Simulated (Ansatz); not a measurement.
The parent structure is ZnSiP2 in the chalcopyrite structure (space group I-42d, No. 122; a = 5.419 Å, c = 10.540 Å).

Level of theory: PBE (Ansatz, an electronic-structure program), no spin-orbit coupling.

Base values:

| Item | Value |
|---|---|
| Valence-band top at Γ | 0.00, -0.13, -0.13 eV |

Now apply this change: every lattice vector is stretched by 0.75 %; the atoms relax in the strained cell.

Problem. What does the calculation give for the valence-band top at Γ after the change?

Solution. The valence-band top at Γ (three highest levels, from the VBM) stays 0.00, -0.13, -0.13 eV.

Problem. How does this affect the mean gap deformation potential ΔEg/Δln V?

Solution. The mean gap deformation potential ΔEg/Δln V amounts to +2.3 eV.

No phonon test of stability was made.
